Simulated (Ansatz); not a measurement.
## MgB2 (P6/mmm): resistivity and electron-phonon coupling

Here is the system:

```
CELL_PARAMETERS angstrom
      3.07782     0.00000     0.00000
     -1.53891     2.66547     0.00000
      0.00000     0.00000     3.51455
ATOMIC_POSITIONS crystal
  Mg 0.00000 0.00000 0.00000
  B  0.66667 0.33333 0.50000
  B  0.33333 0.66667 0.50000
```

These are PBE, DFPT electron-phonon coupling, linearised Boltzmann equation (plane waves, PAW, scalar-relativistic; Ansatz, a quantum-chemistry and plane-wave program) values and carry that method's errors. Condition of this run: functional PBE, cell relaxed with it. Cell: relaxed with this functional, without spin-orbit coupling.

resistivity at 300 K: 6.5 (x), 6.5 (y), 5.9 (z) μΩ·cm
resistivity at 77 K: 0.071 (x), 0.071 (y), 0.068 (z) μΩ·cm
electron mean free path at 300 K (weighted by the current that each state carries): 17.5 (x), 17.5 (y), 19.8 (z) nm
electron-phonon coupling λ: 0.62
transport coupling λ_tr: 0.57 (x), 0.57 (y), 0.41 (z)
logarithmic mean phonon energy: 60 meV
density of states at the Fermi level: 0.35 states/(eV·spin·cell)
Drude plasma energy: 7.1 (x), 7.1 (y), 6.8 (z) eV
Tc for μ* = 0.10 (anisotropic Eliashberg): 36 K
Tc for μ* = 0.13 (anisotropic Eliashberg): 32 K

A metal at this level (no band gap). Only scattering by harmonic phonons is included (no impurities, grain boundaries, electron-electron scattering or thermal expansion). Spin-orbit coupling is left out. The self-energy correction of the phonons between q points moved λ by 6 %. The squared frequency of the phonon mode least converged on the k mesh is uncertain by 17 %. Halving the electron mesh (32x32x24) moves the resistivity by up to 3 % at 300 K, the mean free path by up to 3 %, the coupling by up to 2 %, Tc by up to 1 %. Smearing 0.20 eV; phonons on a 5x5x4 q mesh, which this run doesn't test and which matters most at low temperature. Tc comes from the anisotropic Migdal-Eliashberg equations with μ*, a chosen number, referred to 65 meV.
